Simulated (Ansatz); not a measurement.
hcp Y (1 0 0) on cubic ZrO2 (0 0 1) (film strained to the substrate, started from cuts of the bulks and a machine-learned relaxation; slabs O36Zr15 and Y12, which can lie off the formulas)

A periodic stack without vacuum, hcp Y (1 0 0) on cubic ZrO2 (0 0 1) (film strained to the substrate, started from cuts of the bulks and a machine-learned relaxation; slabs O36Zr15 and Y12, which can lie off the formulas): substrate slab O36Zr15, film Y12, surface cells [[-3, 0], [-1, -1]] and [[0, 2], [-1, 0]], film strained by -4.4 and -1.1 %, outermost planes O/O and Y/Y as cut, which need not be the usual terminations and can put a slab off its formula.

The start was prepared with a machine-learned potential, and the result is one local minimum, with the in-plane cell held and forces under 0.04 eV/Å; the film can end far from its bulk form.

All values below come from PBE (plane waves to 420 eV, PAW; Ansatz, a program for electronic structure). No spin–orbit coupling; the runs are not spin-polarised; PBE gaps are too small against experiment. Its k-point mesh 3×7×1, Fermi–Dirac width 0.05 eV.

- interface area = 39.3 Å²
- period = 25.02 Å
- heights between the nearest atoms of the two slabs at the two interfaces = -1.56 and -1.87 Å
- O–Y contacts across the interfaces within 1.22 times the sum of covalent radii = 28, mean 2.31 Å
- Y–Zr contacts across the interfaces within 1.22 times the sum of covalent radii = 18, mean 3.75 Å

```xyz
63
Lattice="10.8525 -0.0013 -0.0813 -0.0001 3.6169 -0.0680 1.9234 1.0386 24.9955" Properties=species:S:1:pos:R:3 pbc="T T T"
O      5.1659     3.4667     3.3468
O      1.3819     3.3489     1.5074
O      8.6828     3.5428     2.9188
O      6.9616     1.6702     3.8415
O      3.0294     1.5906     3.4272
O     10.4123     1.7361     3.4991
O      6.7214     2.2732     1.1821
O      4.2084     1.1729     0.5446
O     12.2968     1.4998    -0.6847
O      6.3917     4.6978    -1.6038
O      3.9279     2.9821    -2.3657
O      9.6662     5.1464     0.3849
O      4.9442     3.6020     8.4514
O      1.4253     3.6049     8.1064
O      8.6091     3.6015     8.2746
O      6.6491     1.8071     9.1131
O      3.1201     1.8094     8.8655
O     10.3884     1.8112     8.8490
O      6.8677     1.7541     6.4444
O      3.2663     1.7252     6.1636
O     10.4927     1.7149     6.1743
O      5.0617     3.5520     5.9273
O      1.4272     3.5017     5.3289
O      8.7010     3.5315     5.6607
O      4.9707     3.7441    13.6381
O      1.2026     3.7510    13.6417
O      8.2629     3.7451    13.5642
O      8.1765     0.2389    16.7349
O      3.0631     1.9490    14.0780
O     10.1519     1.9523    14.0635
O      6.6061     1.8991    11.7862
O      2.9560     1.8781    11.4978
O     10.2719     1.8763    11.4619
O      4.7539     3.6787    11.0356
O      1.2014     3.6628    10.8775
O      8.4560     3.6731    10.9402
Zr     6.8137     3.4830     4.8736
Zr     3.3791     3.5288     4.6738
Zr    10.3818     3.5755     4.4823
Zr     8.5543     1.7305     2.0836
Zr     5.1735     1.6307     2.4046
Zr     2.2839     1.5350     1.3442
Zr     6.5629     3.6284    10.0944
Zr     2.9872     3.6364     9.9101
Zr    10.2109     3.6393     9.8930
Zr     8.7855     1.7732     7.3128
Zr     5.0435     1.7718     7.4797
Zr     1.4697     1.7848     7.1916
Zr     8.5417     1.9180    12.5901
Zr     4.6931     1.9144    12.6216
Zr     1.2008     1.9297    12.6910
Y     12.3317     2.0679    17.8577
Y      7.0398     2.0585    17.2378
Y      3.2918     3.7784    15.1400
Y      9.9357     3.7842    15.1576
Y     12.4740     0.3200    20.8213
Y      6.9006     0.3900    20.7162
Y      4.2268     0.2943    18.9294
Y      9.6112     0.2805    18.7620
Y     12.6719     4.3425    24.4398
Y      7.4190     3.9508    24.2708
Y      4.3838     2.2513    22.4675
Y      9.7866     2.1538    21.9497
```
